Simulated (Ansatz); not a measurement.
The reference is ZrB₂ (space group P6/mmm, No. 191; a = 3.155 Å, c = 3.506 Å; relaxed with 0.1 eV smearing). Axes: x lies along a and z along c of the hexagonal cell.

Structures relaxed with Kohn–Sham DFT with the PBEsol functional, run in Ansatz (a program for electronic structure) with PAW and 420 eV plane waves, no spin-orbit coupling.

Base:

Simulated powder pattern, Cu Kα1, λ = 1.54056 Å (kinematic, ideal powder, no thermal factors, no anomalous dispersion; the 14 strongest lines at most, above 2 %, up to 2θ = 90°):

| 2θ (°) | I/Imax (%) | hkl |
|---|---|---|
| 25.38 | 35 | (001) |
| 32.75 | 70 | (100) |
| 41.88 | 100 | (101) |
| 52.13 | 9.8 | (002) |
| 58.45 | 21 | (110) |
| 62.94 | 22 | (102) |
| 64.74 | 17 | (111) |
| 68.64 | 8.3 | (200) |
| 74.47 | 18 | (201) |
| 82.12 | 16 | (112) |

After one change:

Simulated powder pattern, Cu Kα1, λ = 1.54056 Å (kinematic, ideal powder, no thermal factors, no anomalous dispersion; the 14 strongest lines at most, above 2 %, up to 2θ = 90°):

| 2θ (°) | I/Imax (%) |
|---|---|
| 24.63 | 36 |
| 32.75 | 68 |
| 41.40 | 100 |
| 50.50 | 10 |
| 58.45 | 20 |
| 61.50 | 22 |
| 64.39 | 17 |
| 68.64 | 8.0 |
| 74.14 | 17 |
| 80.84 | 16 |
| 88.73 | 11 |
| 89.98 | 8.3 |

Task: Which of these changes matches the shifts?
A) uniaxial strain ε_zz = +2.00 %
B) uniaxial strain ε_zz = −1.50 %
C) uniaxial strain ε_zz = +0.50 %
D) uniaxial strain ε_zz = +3.00 %

Result: D, uniaxial strain ε_zz = +3.00 %. Its volume per atom is 10.38 Å³ against 10.08 Å³, and its space group is P6/mmm (No. 191).

Whether these cells are dynamically stable was not tested. All final runs are without spin polarisation.
